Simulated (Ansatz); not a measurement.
A self-consistent single point of a (001) slab of Au (cut from a parent of space group no. 225; 4 atoms in the cell) with Ansatz (a quantum-chemistry and plane-wave program).

Method of the run: PBEsol, PAW files made with PBE (plane waves; Ansatz).

```
Au
1.0
    2.87634     0.00000     0.00000
   -2.87634     2.87634     0.00000
    0.00000     0.00000    20.10160
Au
4
Cartesian
  0.00000   0.00000   9.03380
 -1.43817   1.43817   7.00000
  0.00000   0.00000  13.10160
 -1.43817   1.43817  11.06770
```

Reference input (self-consistent single point, DFT, PBEsol, plane waves, PAW files made with PBE): basis.ecutwfc = 30.9 Ry; kpoints.mp_grid.grid = 15 15 1; hamiltonian.xc = pbesol; hamiltonian.pseudopotentials = {kind: paw} (the program's default PAW files); scf.occupations.method = fermi_dirac; scf.occupations.width = 0.0073 Ry. This run's input differs from it in these lines:

Ansatz 0.2 input:
```diff
@@ -11,3 +11,3 @@
 basis:
-  ecutwfc: 30.9 Ry
+  ecutwfc: 21.7 Ry
 kpoints:
```

The program printed (abridged):

```
SCF iter   1: F=—  HF=-52034.976996 eV  |F-HF|=—  |Δ(HF+E_count)|=         —  Δρ=4.68e-2  dr2=4.48e0  ethr=3.10e-3  ⟨swp⟩=7.4  Hψ=6834  notcnv=0  defer=15
all-band conjugate gradients solve this SCF's bands
preconditioner: auto → LDOS
SCF iter   2: F=—  HF=-52035.146159 eV  |F-HF|=—  |Δ(HF+E_count)|=   1.69e-1  Δρ=5.09e-2  dr2=4.27e0  ethr=3.10e-3  ⟨swp⟩=3.0  Hψ=4363  notcnv=0  defer=52
   [... lines left out ...]
SCF iter   6: F=—  HF=-52033.739305 eV  |F-HF|=—  |Δ(HF+E_count)|=   2.18e-5  Δρ=1.33e-4  dr2=2.98e-5  ethr=5.56e-7  ⟨swp⟩=2.5  Hψ=2669  notcnv=0  defer=57
SCF iter   7: F=—  HF=-52033.739332 eV  |F-HF|=—  |Δ(HF+E_count)|=   2.72e-5  Δρ=2.93e-5  dr2=1.48e-6  ethr=3.92e-8  ⟨swp⟩=2.6  Hψ=2680  notcnv=0  defer=57
SCF iter   8: F=—  HF=-52033.739333 eV  |F-HF|=—  |Δ(HF+E_count)|=   4.05e-7  Δρ=1.14e-5  dr2=2.10e-7  ethr=1.95e-9  ⟨swp⟩=2.1  Hψ=2492  notcnv=0  defer=56
SCF iter   9: F=-52033.739333 eV  HF=-52033.739333 eV  |F-HF|=4.79e-8  |Δ(HF+E_count)|=   3.56e-8  Δρ=3.31e-6  dr2=1.11e-8  ethr=1.32e-10  ⟨swp⟩=13.8  Hψ=7959  notcnv=0
SCF 1 converged in 9 iterations: F = -52033.739333 eV  dr2 = 1.11e-8
Free energy (F): -52033.739333 eV
Internal energy: -52033.702085 eV  (E = F + TS)
E sigma→0 (E₀):  -52033.720709 eV
Entropy (-TS):   -0.037248 eV (-9.312 meV/atom)
Fermi energy:    5.207626 eV
--- Forces (eV/Å), atoms counted from 1 ---
  atom   1  Au     0.00000000     0.00000000    -0.13969937
  atom   2  Au     0.00000000     0.00000000     0.07363531
  atom   3  Au     0.00000000     0.00000000    -0.07363531
  atom   4  Au     0.00000000     0.00000000     0.13969937
--- Stress (GPa, compression-positive) ---
       -2.467725       0.000000       0.000000
        0.000000      -2.467725       0.000000
        0.000000       0.000000      -0.169099
  P = ⅓ Tr σ = -1.7015 GPa (-17.015 kbar)
  The stress holds the Pulay correction. Without it, at fixed plane waves, as pw.x and ABINIT print it: P = -6.1078 GPa
```

The run converged in 9 iterations. Against the reference run the free energy rises by 102 meV/atom and the largest force goes from 0.132 to 0.140 eV/Å.

The starting cell has typed, rounded lattice constants, without a prior relaxation at this level. The slab is cut from that crystal, and its faces are unrelaxed. Its lattice was rescaled by up to half a per cent. Spin-orbit coupling is off. The cutoff lies below the one recommended for these files.
